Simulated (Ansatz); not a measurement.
## A computed series for hypothetical diamond Ir: pressure series

Start from Ir in the diamond structure (space group Fd-3m, No. 227; a = 5.567 Å; a hypothetical phase, not in the database extracts checked).

Cell and atoms are relaxed at each pressure.

Calculations: Ansatz (a quantum-chemistry and plane-wave program) PBE, without spin-orbit coupling.

Notes on the quantities. enthalpy: H = E + PV relative to the base's energy.

```
change                density       enthalpy
----------------  -----------  -------------
base              14.80 g/cm³              –
pressure −2 GPa   14.63 g/cm³  -0.27 eV/atom
pressure −1 GPa   14.72 g/cm³  -0.13 eV/atom
pressure 0.3 GPa  14.82 g/cm³  +0.04 eV/atom
pressure 0.7 GPa  14.85 g/cm³  +0.09 eV/atom
pressure 1.5 GPa  14.92 g/cm³  +0.20 eV/atom
pressure 3 GPa    15.03 g/cm³  +0.40 eV/atom
pressure 5 GPa    15.18 g/cm³  +0.66 eV/atom
pressure 7.5 GPa  15.36 g/cm³  +0.99 eV/atom
pressure 10 GPa   15.52 g/cm³  +1.31 eV/atom
```

Load acts through the strain it causes; cell and atoms are relaxed under it. Stability against distortions was not tested. Competing high-pressure phases were not computed. All final runs are without spin polarisation.
